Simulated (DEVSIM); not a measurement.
Device: Si n-i-p diode, at 400 K.

```csv
layer (left to right),material,thickness (μm),Nd (cm⁻³),Na (cm⁻³),τn (s),τp (s)
1,Si,0.280,3.4e17,-,4.6e-7,4.6e-7
2,Si,1.70,-,1.8e13,4.6e-7,4.6e-7
3,Si,1.10,-,1.2e19,4.6e-7,4.6e-7
```

Left contact: ohmic. Right contact: ohmic. Voltage is applied to the left contact. Recombination: SRH at mid-gap, Auger. Mobility is constant in doping.

This is a model device: material constants are rounded textbook-type values typed into the input, and sizes, dopings and lifetimes were drawn at random. Values at 300 K; Nc and Nv go as T^1.5, mobilities as T to minus their exponent, the gap by Varshni's rule with the affinity fixed.

```csv
parameter,Si
gap (eV),1.124
affinity (eV),4.05
permittivity,11.7
Nc (cm⁻³),2.86e19
Nv (cm⁻³),3.1e19
μn (cm²/Vs),1417
μp (cm²/Vs),470
T exponent of μn,2.3
T exponent of μp,2.2
Cn (cm⁶/s),2.8e-31
Cp (cm⁶/s),9.9e-32
Varshni α (eV/K),0.000473
Varshni β (K),636
```

DEVSIM, 1D drift-diffusion, Boltzmann statistics, complete ionisation; no tunnelling, impact ionisation, image-force lowering or self-heating.

Task: Give the dark reverse current.

Result: 
```json
[
 {"V (V)": "0.10", "J (A/cm²)": "4.8e-5"},
 {"V (V)": "0.25", "J (A/cm²)": "7.3e-5"},
 {"V (V)": "0.50", "J (A/cm²)": "9.5e-5"},
 {"V (V)": "0.75", "J (A/cm²)": "0.00011"},
 {"V (V)": "1.00", "J (A/cm²)": "0.00012"},
 {"V (V)": "1.50", "J (A/cm²)": "0.00013"},
 {"V (V)": "2.00", "J (A/cm²)": "0.00014"},
 {"V (V)": "2.50", "J (A/cm²)": "0.00014"},
 {"V (V)": "3.25", "J (A/cm²)": "0.00015"},
 {"V (V)": "4.00", "J (A/cm²)": "0.00015"},
 {"V (V)": "5.00", "J (A/cm²)": "0.00015"}
]
```
